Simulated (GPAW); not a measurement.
## Worked example: self-consistent single point of LuN (Fm-3m, 2 atoms in the cell) in GPAW

Method: LDA (Perdew-Wang 92), GPAW PAW datasets LDA (gpaw-data 1.0.1) (plane waves; GPAW).

This input was run:

```python
from ase import Atoms
from ase.units import GPa
from gpaw import GPAW, PW, FermiDirac

atoms = Atoms(['Lu', 'N'],
              cell=[[0.000000, 2.390791, 2.390791],
                    [2.390791, 0.000000, 2.390791],
                    [2.390791, 2.390791, 0.000000]],
              scaled_positions=[[0.000000, 0.000000, 0.000000],
                                [0.500000, 0.500000, 0.500000]],
              pbc=True)

calc = GPAW(mode=PW(950),
            xc='LDA',
            kpts={'size': (8, 8, 8), 'gamma': True},
            occupations=FermiDirac(0.05),
            nbands=-8,
            convergence={'forces': 0.001, 'bands': -6},
            symmetry={'symmorphic': False, 'tolerance': 0.0005},
            maxiter=120,
            txt='-')

atoms.calc = calc

energy = atoms.get_potential_energy()
print('Energy (eV):', round(energy, 6))
forces = atoms.get_forces()
print('Forces (eV/Ang):')
print(forces.round(5))
stress = atoms.get_stress()
print('Stress (GPa, Voigt):', (stress / GPa).round(4))
```

Output, abridged:

```
Input parameters:
  convergence: {bands: -6,
                forces: 0.001}
  kpts: {gamma: True,
         size: (8, 8, 8)}
  maxiter: 120
  mode: {ecut: 950.0,
         name: pw}
  nbands: -8
  occupations: {fixmagmom: False,
                name: fermi-dirac,
                width: 0.05}
  symmetry: {symmorphic: False,
             tolerance: 0.0005}

species:
  Lu:
    name: Lutetium
    Z: 71.0
    valence: 25
    core: 46
    charge: 0.0
    file: Lu.LDA.gz

    # Using partial waves for Lu as LCAO basis

  N:
    name: Nitrogen
    Z: 7.0
    valence: 5
    core: 2
    charge: 0.0
    file: N.LDA.gz

    # Using partial waves for N as LCAO basis

Reference energy: -397518.033518  # eV

Spin-paired calculation

Convergence criteria:
 Maximum [total energy] change in last 3 cyles: 0.0005 eV / valence electron
 Maximum integral of absolute [dens]ity change: 0.0001 electrons / valence electron
 Maximum integral of absolute [eigenst]ate change: 4e-08 eV^2 / valence electron
 Maximum change in the atomic [forces] across last 2 cycles: 0.001 eV/Ang OR
Maximum error relative to the maximum force is below inf
 Maximum number of scf [iter]ations: 120

Symmetries present (total): 48
Symmetries with fractional translations: 0
512 k-points: 8 x 8 x 8 Monkhorst-Pack grid + [1/16,1/16,1/16]
29 k-points in the irreducible part of the Brillouin zone
       k-points in crystal coordinates                weights
   0:     0.00000000    0.00000000    0.00000000          1/512
   1:     0.12500000    0.12500000    0.00000000          6/512
   2:     0.12500000    0.12500000    0.12500000          8/512
   [... 7 lines left out ...]
          ...
  28:     0.50000000    0.50000000    0.50000000          4/512

Wave functions: Plane wave expansion
  Cutoff energy: 950.000 eV
  Number of coefficients (min, max): 1772, 1840
  Pulay-stress correction: 0.000000 eV/Ang^3 (de/decut=0.000000)

Occupation numbers: Fermi-Dirac:
  width: 0.0500  # eV

Eigensolver

Densities:
  Coarse grid: 25*25*25 grid
  Fine grid: 50*50*50 grid
  Total Charge: 0.000000

Density mixing:
  Method: separate
  Backend: pulay
  Linear mixing parameter: 0.05
  old densities: 5
  Damping of long wavelength oscillations: 50

Hamiltonian:
  XC and Coulomb potentials evaluated on a 50*50*50 grid
  External potential:
    NoExternalPotential

Number of atoms: 2
Number of atomic orbitals: 24
Number of bands in calculation: 23
Number of valence electrons: 30
Bands to converge: 17

Density initialized from atomic densities
  23 bands from LCAO basis set

Atomic positions and initial magnetic moments

Positions:
   0 Lu     0.000000    0.000000    0.000000    ( 0.0000,  0.0000,  0.0000)
   1 N      2.390791    2.390791    2.390791    ( 0.0000,  0.0000,  0.0000)

Unit cell:
           periodic     x           y           z      points  spacing
  1. axis:    yes    0.000000    2.390791    2.390791    25     0.1104
  2. axis:    yes    2.390791    0.000000    2.390791    25     0.1104
  3. axis:    yes    2.390791    2.390791    0.000000    25     0.1104

  Lengths:   3.381089   3.381089   3.381089
  Angles:   60.000000  60.000000  60.000000

Effective grid spacing dv^(1/3) = 0.1205

     iter     time        total  log10-change:
                         energy   eigst   dens  force
iter:   1 --:--:--   -19.932696   +0.17
iter:   2 --:--:--   -19.240983   -1.07  -1.14
iter:   3 --:--:--   -17.828529   -1.31  -1.21
iter:   4 --:--:--   -17.944300   -2.61  -1.59
iter:   5 --:--:--   -17.780232   -1.86  -1.57
iter:   6 --:--:--   -17.785126   -3.07  -2.40
iter:   7 --:--:--   -17.781271c  -4.18  -2.22
iter:   8 --:--:--   -17.773783c  -3.59  -2.31
iter:   9 --:--:--   -17.773848c  -5.27  -3.05
iter:  10 --:--:--   -17.773838c  -4.51  -3.09
iter:  11 --:--:--   -17.773790c  -5.59  -3.22
iter:  12 --:--:--   -17.773772c  -5.83  -3.89
iter:  13 --:--:--   -17.773772c  -6.84  -4.12c
iter:  14 --:--:--   -17.773771c  -7.45c -4.16c
iter:  15 --:--:--   -17.773778c  -6.07  -4.25c
iter:  16 --:--:--   -17.773771c  -6.49  -4.25c
iter:  17 --:--:--   -17.773771c  -6.78  -4.41c
iter:  18 --:--:--   -17.773771c  -6.82  -4.51c
iter:  19 --:--:--   -17.773770c  -7.29  -4.85c
iter:  20 --:--:--   -17.773770c  -8.83c -5.19c -29.22c

Converged after 20 iterations.

Dipole moment: (-0.000000, -0.000000, -0.000000) |e|*Ang

Energy contributions relative to reference atoms: (reference = -397518.033518)

Kinetic:         +2.827206
Potential:       -3.839092
External:        +0.000000
XC:             -16.744765
Entropy (-ST):   -0.000622
Local:           -0.016808
SIC:             +0.000000
--------------------------
Free energy:    -17.774081
Extrapolated:   -17.773770

Showing only first 2 kpts
 Kpt  Band  Eigenvalues  Occupancy
  0    13     10.01475    0.33984
  0    14     10.01475    0.33984
  0    15     13.07620    0.00000
  0    16     13.07620    0.00000

  1    13      9.65103    1.99325
  1    14      9.65103    1.99325
  1    15     12.38958    0.00000
  1    16     14.00916    0.00000

Fermi level: 9.93544

No gap
No difference between direct/indirect transitions
Energy (eV): -17.77377

Forces in eV/Ang:
  0 Lu    0.00000    0.00000    0.00000
  1 N     0.00000    0.00000   -0.00000

Stress tensor:
     0.081717     0.000000     0.000000
     0.000000     0.081717    -0.000000
     0.000000    -0.000000     0.081717
Stress (GPa, Voigt): [13.0925 13.0925 13.0925 -0.      0.      0.    ]
```

The run converged in 20 iterations. GPAW prints stress with tension positive.

At such cutoffs GPAW's stress carries a finite-basis (Pulay) error, which enters relaxed cells too; its log prints stress with tension positive.

The starting cell comes from a database of computed structures (which also holds hypothetical and non-ambient phases and stackings), without a prior relaxation at this level. Its lattice was rescaled by a random factor within 2.5 % of one. Spin-orbit coupling is off. The run gives no clean gap (levels at the Fermi energy touch, overlap or are partly filled at this smearing), which alone does not show that the compound is a metal.

Cost on one core of a shared machine: roughly 40 s.
